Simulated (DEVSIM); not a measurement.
System: abrupt In0.53Ga0.47As n-p junction, at 300 K.

```
layer (left to right)        material  thickness (μm)  Nd (cm⁻³)  Na (cm⁻³)  τn (s)  τp (s)
---------------------  --------------  --------------  ---------  ---------  ------  ------
1                      In0.53Ga0.47As            3.40     3.6e16          -  6.6e-8  6.6e-8
2                      In0.53Ga0.47As            1.30          -     1.4e16  6.6e-8  6.6e-8
```

Left contact: ohmic. Right contact: ohmic. Voltage is applied to the left contact. Recombination: SRH at mid-gap, Auger. Mobility is constant in doping.

The device is made up for the run: typed textbook-type constants, with dimensions and the other settings drawn at random. Values at 300 K.

```
parameter      In0.53Ga0.47As
-------------  --------------
gap (eV)                 0.74
affinity (eV)            4.51
permittivity             13.9
Nc (cm⁻³)              2.1e17
Nv (cm⁻³)              7.7e18
μn (cm²/Vs)             12000
μp (cm²/Vs)               300
Cn (cm⁶/s)              5e-29
Cp (cm⁶/s)              5e-29
```

DEVSIM, 1D drift-diffusion, Boltzmann statistics, complete ionisation; no tunnelling, impact ionisation, image-force lowering or self-heating.

Problem. Give the small-signal capacitance in reverse bias (quasi-static).

Solution. 
| V (V) | C (nF/cm²) |
|---|---|
| 0.1 | 41.4 |
| 0.25 | 36.9 |
| 0.5 | 31.9 |
| 0.75 | 28.4 |
| 1 | 25.9 |
| 1.5 | 22.4 |
| 2 | 20.0 |
| 2.5 | 18.3 |
| 3.25 | 16.3 |
| 4 | 14.9 |
